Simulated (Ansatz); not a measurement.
The starting structures come from a database of crystals and need not be the phases stable at ambient conditions.

Tunnelling through a barrier is set by its complex band structure: the current falls as exp(−2κd) with the smallest κ.

Consider the following.

```yaml
crystal:
  lattice:
    - [4.36214, 0.00000, 0.00000]
    - [0.00000, 4.36214, 0.00000]
    - [2.18107, -2.18107, 3.08450]
  atoms:
    - { symbol: Ag, position: [0.00000, 0.00000, 0.00000] }
    - { symbol: I, position: [0.50000, 0.50000, 0.00000] }
```

The cell is taken as given; by PBEsol it stands under a pressure of -3.3 GPa.

Transport runs along the normal of the first two printed cell vectors, the (001) plane of the conventional cell.

The gap is the functional's own, uncorrected, and κ follows it; spin-orbit coupling is left out. Mid-gap means the computed energy nearest the middle.

Problem. Estimate the band gap and the smallest decay constant κ at mid-gap that PBEsol run with Ansatz (a program for electronic structure) returns for this system.

Solution. Gap 0.63 eV on a 10×10×10 mesh; κ = 0.129 1/Å, at the zone centre.
